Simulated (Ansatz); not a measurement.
## CuAu, pressure series

Take CuAu (space group P4/mmm, No. 123; a = 2.882 Å, c = 3.615 Å) as the base.

Cell and atoms are relaxed at each pressure.

Method: DFT with PBE, PAW potentials and a 420 eV plane-wave cutoff in Ansatz (a quantum-chemistry and plane-wave program), no spin-orbit coupling.

```
pressure (GPa)  volume per atom (Å³/atom)
--------------  -------------------------
-2                                 15.230
-1                                 15.116
0                                  15.007
0.9                                14.913
2.1                                14.792
9                                       ?
15                                 13.787
22.5                               13.352
30                                 12.986
```

Fit the third-order Birch–Murnaghan form P(V) = (3B₀/2)[(V₀/V)^(7/3) − (V₀/V)^(5/3)]·[1 + (3/4)(B₀′ − 4)((V₀/V)^(2/3) − 1)] (squares taken in P) to the rows shown and predict the withheld row.

Least squares on the printed values gives V₀ = 15.007 Å³/atom, B₀ = 141 GPa, B₀′ = 5.3; this predicts 14.203 Å³/atom, and the run gives 14.200 Å³/atom, 0.003 lower.

Load acts through the strain it causes; cell and atoms are relaxed under it. Stability against distortions was not tested. No other phases were tried under pressure. All final runs are without spin polarisation.
